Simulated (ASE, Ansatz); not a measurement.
One thermal frame of composition Na3Si6B5O21, cell Na6Si12B10O42, brought to this temperature after a much hotter stage, at a temperature that wasn't checked against the liquidus, so perhaps supercooled [in the CHGNet run: some atoms moved, others hardly; mean temperature 1150 K (target 1170 K); density 2.01 g/cm³, volume +6 % from the start cell's], 1170 K, computed in Ansatz (plane waves, PAW) at several levels on the same positions and k-sampling (Γ only); no spin polarisation or spin-orbit coupling.

Warnings of the HSE06 run: stress exchange threshold loose, stress scf threshold loose. 

The frame comes from MD with CHGNet (ASE). The base level is PBE (cutoff 420 eV), whose static pressure on this k-sampling is 0.2 GPa. On the run's last frame a denser k-mesh moved the forces by 0.006 eV/Å rms, the static pressure by 0.00 GPa and the free energy by -1 meV/atom, which is about how far such values are converged. That check is the base level's; hybrids converge more slowly with the size of the cell. Differences between levels on one k-sampling err less than the absolute values. Cutoffs of the other levels: 500 eV for r2SCAN, the files' default (420 eV for most) otherwise. Volume per atom 14.81 Å³.

| level | static pressure less the base's (GPa) | rms force change from the base (eV/Å) | gap at the supercell's Γ (eV) | cost |
|---|---|---|---|---|
| PBE | 0 | 0 | 2.00 | (base) |
| r2SCAN | … | … | 2.53 | roughly 60 core-seconds |
| HSE06 | … | 0.24 | … | around 4 core-minutes (rough) |

### Question
Some entries are withheld; supply them.

### Answer

- r2SCAN, static pressure less the base's (GPa): -3.7
- r2SCAN, rms force change from the base (eV/Å): 0.19
- HSE06, static pressure less the base's (GPa): -4.0
- HSE06, gap at the supercell's Γ (eV): 3.63

Ansatz is a first-principles code.
